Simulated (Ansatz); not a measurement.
Partial pair distribution functions of a relaxed model of amorphous Si30N44Hf3, broadened by 0.06 Å; density 3.81 g/cm³. Calculation: PBE, scalar-relativistic without spin-orbit coupling (plane waves to 420 eV, PAW; Ansatz, a first-principles code).

Preparation: random packing, a CHGNet melt and quench, and a DFT relaxation. N atoms were pushed apart under 1.9 Å during the dynamics, to hinder bonds among them. The hot cell started wider than the set density and was brought back towards it in steps. It is the lowest in DFT energy of 2 quenches. It is a model cell: composition and starting density were chosen by hand, and all elements were melted together. No dispersion term was used. Its density started from a set value of 3.81 and ended at 3.81 g/cm³. The quench (nominally 450 K/ps over its main leg) was far faster than any real one, so the model tends to hold more defects than a real film. A cell of this size samples the disorder only roughly. The volume was held where the preparation left it and the shape relaxed, at a PBE pressure of 0.6 GPa. Stress components on the final sampling reach 0.6 GPa.

| r (Å) | g Si-N | g N-Hf | g Si-Si | g N-N |
|---|---|---|---|---|
| 1.45 | 0.00 | 0.00 | 0.00 | 0.00 |
| 1.55 | 0.23 | 0.00 | 0.00 | 0.00 |
| 1.65 | 4.02 | 0.00 | 0.00 | 0.00 |
| 1.75 | 10.63 | 0.00 | 0.00 | 0.00 |
| 1.85 | 4.92 | 0.11 | 0.00 | 0.00 |
| 1.95 | 0.47 | 2.70 | 0.00 | 0.00 |
| 2.05 | 0.15 | 6.41 | 0.00 | 0.00 |
| 2.15 | 0.03 | 2.48 | 0.00 | 0.00 |
| 2.25 | 0.00 | 1.02 | 0.05 | 0.00 |
| 2.35 | 0.00 | 0.59 | 0.54 | 0.09 |
| 2.45 | 0.01 | 0.35 | 0.88 | 0.73 |
| 2.55 | 0.06 | 0.95 | 0.56 | 1.22 |
| 2.65 | 0.13 | 1.42 | 0.37 | 1.79 |
| 2.75 | 0.16 | 0.80 | 1.08 | 2.90 |
| 2.85 | 0.20 | 0.25 | 2.82 | 3.29 |
| 2.95 | 0.43 | 0.07 | 3.23 | 2.66 |
| 3.05 | 0.64 | 0.54 | 3.12 | 2.30 |
| 3.15 | 0.87 | 0.67 | 2.25 | 1.87 |
| 3.25 | 1.05 | 0.31 | 1.60 | 0.85 |
| 3.35 | 1.18 | 0.05 | 0.76 | 0.69 |
| 3.45 | 1.16 | 0.42 | 0.34 | 0.54 |
| 3.55 | 1.16 | 1.16 | 0.49 | 0.42 |
| 3.65 | 1.05 | 1.26 | 0.43 | 0.50 |
| 3.75 | 1.25 | 0.84 | 0.51 | 0.56 |
| 3.85 | 1.23 | 1.43 | 0.57 | 0.50 |
| 3.95 | 1.12 | 0.94 | 0.61 | 0.38 |
| 4.05 | 1.49 | 1.00 | 0.65 | 0.43 |
| 4.15 | 1.55 | 1.58 | 0.60 | 0.53 |
| 4.25 | 1.39 | 1.68 | 0.72 | 0.59 |
| 4.35 | 1.44 | 0.95 | 0.88 | 0.64 |
| 4.45 | 1.51 | 1.20 | 0.90 | 0.84 |
| 4.55 | 1.27 | 1.45 | 0.91 | 1.06 |
| 4.65 | 0.96 | 1.22 | 1.07 | 1.12 |

Within 2.16 Å each Si has 4.03 N neighbours on average.
